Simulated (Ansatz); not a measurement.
## Cu3Sn (model structure, started from the A15 type, Pm-3n, No. 223, 8 atoms in the cell): properties by level of theory

```tsv
level (code)	equilibrium lattice constant a (Å)	enthalpy of formation (eV/atom)
PBE (Ansatz)	4.911	0.070
PBEsol (Ansatz)	4.822	0.063
PBE-D3(BJ) (Ansatz)	4.826	0.076
```

Ansatz's density-functional and Hartree–Fock values are scalar-relativistic unless marked +SOC, with PAW data made under PBE.

Computed values are for the static lattice.

A model structure was made by putting elements into a prototype or built by hand; it is no filed structure, need not be a known phase, and can be a saddle point held by its symmetry.

Ansatz is a quantum-chemistry and plane-wave program.
